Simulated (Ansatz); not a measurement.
**A computed series for Rh3Si2: response to strain**

The reference is Rh3Si2 (space group P-3m1, No. 164; a cell from a computed database, its experimental status unchecked).

```
CELL_PARAMETERS angstrom
      3.95798     0.00000     0.00000
     -1.97899     3.42771     0.00000
      0.00000     0.00000     5.03608
ATOMIC_POSITIONS crystal
  Si 0.33333 0.66667 0.19806
  Si 0.66667 0.33333 0.80194
  Rh 0.33333 0.66667 0.67342
  Rh 0.66667 0.33333 0.32658
  Rh 0.00000 0.00000 0.00000
```

Cartesian axes are those of the cell as printed.

Strains are applied to the cell and any free atomic positions relax; under stress the whole cell relaxes.

Method: Kohn–Sham DFT with the PBEsol functional, run in Ansatz (a first-principles code) with PAW and 420 eV plane waves, no spin-orbit coupling, earlier PAW set.

Notes on the quantities. energy relative to the base: free energy F.

```csv
change,energy relative to the base,space group,shortest interatomic distance
base,0 meV/atom,P-3m1 (No. 164),2.375 Å
isotropic strain +2.83 %,+64 meV/atom,P-3m1 (No. 164),2.429 Å
uniaxial strain ε_zz = −0.61 %,+0.5 meV/atom,P-3m1 (No. 164),2.375 Å
"uniaxial stress, 1 GPa compression along z",+0.2 meV/atom,P-3m1 (No. 164),2.379 Å
"uniaxial stress, 3 GPa tension along x",+1.6 meV/atom,C2/m (No. 12),2.371 Å
tensor shear ε_xy = −2.89 %,+15 meV/atom,P-1 (No. 2),2.337 Å
```

Without a gap, meshes like the base's 14×14×9 leave anisotropic stresses uncertain by several tenths of a GPa, and small strain energies with them. Beyond what the load breaks, stability against distortions was not tested. All final runs are without spin polarisation. An odd electron count without spin: Rh3Si2.
